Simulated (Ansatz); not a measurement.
An Ansatz (a program for electronic structure) run: BaF2 with a change (pressure −1 GPa); PBEsol (Ansatz; PAW; 420 eV plane waves; scalar-relativistic without spin-orbit coupling).

Input:

Ansatz 0.2 input:
```yaml
crystal:
  lattice:
    - [0, 3.068709817, 3.068709817]
    - [3.068709817, 0, 3.068709817]
    - [3.068709817, 3.068709817, 0]
  atoms:
    - { symbol: Ba, position: [0, 0, 0] }
    - { symbol: F, position: [0.25, 0.25, 0.25] }
    - { symbol: F, position: [0.75, 0.75, 0.75] }
basis: { ecutwfc: 420, ecutrho_ratio: 4, xc_grid: 2, fft_grid_basis: typed }
kpoints: { mp_grid: { grid: [9, 9, 9] } }
hamiltonian:
  xc: pbesol
  dispersion: none
  pseudopotentials: { kind: paw }
scf: { occupations: { method: fermi_dirac, width: 0.05 } }
relax: { f_tol: 0.01, max_steps: 60, cell: { stress_tol: 0.02, p_target: -1.0 } }
output: { forces: true, stress: true }
checkpoint: { write: state.ck, write_every: 1000 }
```

Output (explanatory and most iteration lines left out):

```
Relaxation: its limit of steps is 60 (relax.max_steps)
Pseudopotential: Ba, paw, valence charge 10
Pseudopotential: F, paw, valence charge 7
Crystal: 3 atoms, lattice volume = 57.796 Å³
Basis set: ecut = 420 eV, 1139 PW (Γ), exchange–correlation on 60×60×60 points (8 copies of the dense FFT grid, shifted against one another)
Bands: 16, of which v1, the nominal top of the filled ones, is band 12 counted from 1 (11 counted from 0)
Symmetry: 48 space group operations
Space group: Fm-3m (ITA 225), of the structure as read, at distance tolerance 3.9e-5 Å
k-points: 35 of 729
Functional: x = pbesol(κ = 0.804, μ = 0.12345679012345678), c = pbesol(β = 0.046)
SCF iter   1: F=—  HF=-7469.635486 eV  |F-HF|=—  |Δ(HF+E_count)|=         —  Δρ=1.23e-2  dr2=5.61e-2  ethr=1.77e-3  ⟨swp⟩=7.4  Hψ=3862  notcnv=0
SCF iter   2: F=—  HF=-7469.624174 eV  |F-HF|=—  |Δ(HF+E_count)|=   1.13e-2  Δρ=6.96e-3  dr2=1.71e-2  ethr=2.34e-4  ⟨swp⟩=2.9  Hψ=1418  notcnv=0
SCF 1 converged in 6 iterations: F = -7469.619390 eV  dr2 = 1.03e-8
relax step   1: F+E_penalty+E_count = -7469.61938979 eV  Δ(F+E_penalty+E_count) = +0.000e0 eV  max|allowed force component| = 5.397e-18 eV/Å  Δτ_max = 0.0000 Å  P = -0.001 GPa  Ω = 57.796 Å³  (6 SCF iters, dr2 threshold 1.00e-7 eV, accepted)
[... steps on the carried basis left out ...]
relax step   7: F+E_penalty+E_count = -7469.61641754 eV  Δ(F+E_penalty+E_count) = -1.608e-4 eV  max|allowed force component| = 4.549e-17 eV/Å  Δτ_max = 0.0000 Å  P = -0.990 GPa  Ω = 58.767 Å³  stress off target by 1.02e-2 GPa  SCF on the basis re-selected at this cell (its energy is not comparable with the rows above)  (5 SCF iters)
SCF converged after 5 iterations
Free energy (F): -7469.616418 eV
Internal energy: -7469.616418 eV  (E = F + TS)
E sigma→0 (E₀):  -7469.616418 eV
Fermi energy:    6.646805 eV
--- Forces (eV/Å), atoms counted from 1 ---
  atom   1  Ba    -0.00000000     0.00000000    -0.00000000
  atom   2  F     -0.00000000    -0.00000000    -0.00000000
  atom   3  F      0.00000000     0.00000000     0.00000000
--- Stress (GPa, compression-positive) ---
       -0.989789      -0.000000      -0.000000
       -0.000000      -0.989789      -0.000000
       -0.000000      -0.000000      -0.989789
  P = ⅓ Tr σ = -0.9898 GPa (-9.898 kbar)
--- Relaxed structure (5 steps of the walk, 4 accepted, 2 SCFs on fresh bases) ---
  cell:  # Å, volume = 58.7674 Å³
    - [-5.1909102585123825e-34, 3.085808080518968, 3.085808080518968]
    - [3.085808080518968, -5.0476029200871935e-34, 3.085808080518968]
    - [3.085808080518968, 3.085808080518968, -1.413965739128526e-33]
  atoms:
    - { symbol: Ba, position: [3.411771387872418e-36, 1.3056665233468683e-34, -6.998557795042906e-35] }
    - { symbol: F, position: [0.25, 0.25, 0.25] }
    - { symbol: F, position: [0.7499999999999999, 0.7499999999999999, 0.7499999999999999] }
```

Load acts through the strain it causes; cell and atoms are relaxed under it. No phonon test of stability was made. The cell was made from BaF$_{2}$ in the fluorite structure (space group Fm-3m, No. 225) by this change: pressure −1 GPa.
